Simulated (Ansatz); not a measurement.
Functionals compared on a constructed model of the (0001) surface of hcp Mg, a pseudomorphic layer of Au in the host's stacking (bottom of the slab: a bare face, its two planes held), in Ansatz (plane waves, PAW). The structure was relaxed with PBE; the other rows are single points on it. Cutoff 420 eV (500 eV for r2SCAN).

Set-up: 7 atoms, 15.2 Å thick at the start; mesh 13x13x1; 0.1 eV smearing; dipole correction on; 2 atoms held, the rest relaxed; symmetry of the start imposed; no spin, no spin-orbit, no U. It is one candidate, not shown to be the stable structure of the face. These notes are the PBE run's.

```csv
functional,work function of the top face (eV),rough cost of the single point
PBE,4.58,–
RPBE,4.39,about 12 core-seconds (a rough figure)
r2SCAN,4.52,very roughly 28 core-seconds
```

Ansatz is a quantum-chemistry and plane-wave program.
